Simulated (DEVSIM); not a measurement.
# Schottky contact on n-type β-Ga2O3

System: Schottky contact on n-type β-Ga2O3, at 350 K.

| layer (left to right) | material | thickness (μm) | Nd (cm⁻³) | τn (s) | τp (s) |
|---|---|---|---|---|---|
| 1 | β-Ga2O3 | 7.70 | 2e17 | 1.3e-9 | 1.3e-9 |
| 2 | β-Ga2O3 | 3.40 | 1.5e18 | 1.3e-9 | 1.3e-9 |

Left contact: Schottky, work function 5.4 eV, emission velocity 7.5e6 cm/s. Right contact: ohmic. Voltage is applied to the left contact. Recombination: SRH at mid-gap, radiative. Mobility is constant in doping.

The device is made up for the run: typed textbook-type constants, with dimensions and the other settings drawn at random. Values at 300 K; Nc and Nv go as T^1.5, mobilities as T to minus their exponent, the gap by Varshni's rule with the affinity fixed.

```tsv
parameter	β-Ga2O3
gap (eV)	4.8
affinity (eV)	4
permittivity	10
Nc (cm⁻³)	3.7e18
Nv (cm⁻³)	5e20
μn (cm²/Vs)	160
μp (cm²/Vs)	1
T exponent of μn	1.8
T exponent of μp	1.5
B (cm³/s)	1e-12
Varshni α (eV/K)	0.0004
Varshni β (K)	600
```

Model (solved in DEVSIM): 1D drift-diffusion, Boltzmann statistics, complete ionisation; no tunnelling, impact ionisation, image-force lowering or self-heating. Metal contacts follow the ideal Schottky-Mott rule: no Fermi-level pinning, no interface dipoles.

| Quantity | Result |
|---|---|
| Potential step across the device at zero bias | 1.366 V |
| Dark forward voltage at 1 A/cm² | 0.942 V |
| Dark forward voltage at 100 A/cm² | 1.106 V |

Dark forward current:

```json
[
 {"V (V)": "0.05", "J (A/cm²)": "1.4e-13"},
 {"V (V)": "0.15", "J (A/cm²)": "4.6e-12"},
 {"V (V)": "0.20", "J (A/cm²)": "2.4e-11"},
 {"V (V)": "0.30", "J (A/cm²)": "6.6e-10"},
 {"V (V)": "0.40", "J (A/cm²)": "1.8e-8"},
 {"V (V)": "0.45", "J (A/cm²)": "9.3e-8"},
 {"V (V)": "0.55", "J (A/cm²)": "2.5e-6"},
 {"V (V)": "0.60", "J (A/cm²)": "1.3e-5"},
 {"V (V)": "0.70", "J (A/cm²)": "0.00036"},
 {"V (V)": "0.80", "J (A/cm²)": "0.0095"},
 {"V (V)": "0.85", "J (A/cm²)": "0.049"},
 {"V (V)": "0.95", "J (A/cm²)": "1.3"},
 {"V (V)": "1.05", "J (A/cm²)": "28"},
 {"V (V)": "1.10", "J (A/cm²)": "91"},
 {"V (V)": "1.20", "J (A/cm²)": "360"},
 {"V (V)": "1.25", "J (A/cm²)": "540"},
 {"V (V)": "1.35", "J (A/cm²)": "930"},
 {"V (V)": "1.45", "J (A/cm²)": "1400"},
 {"V (V)": "1.50", "J (A/cm²)": "1600"},
 {"V (V)": "1.60", "J (A/cm²)": "2000"}
]
```

Small-signal capacitance in reverse bias (quasi-static):

```
V (V)  C (nF/cm²)
-----  ----------
-0.2         98.1
-0.5         89.4
-1           79.0
-1.5         71.5
-2           65.8
-3           57.6
-4           51.9
-5           47.5
-6.5         42.7
-8           39.1
-10          35.5
```
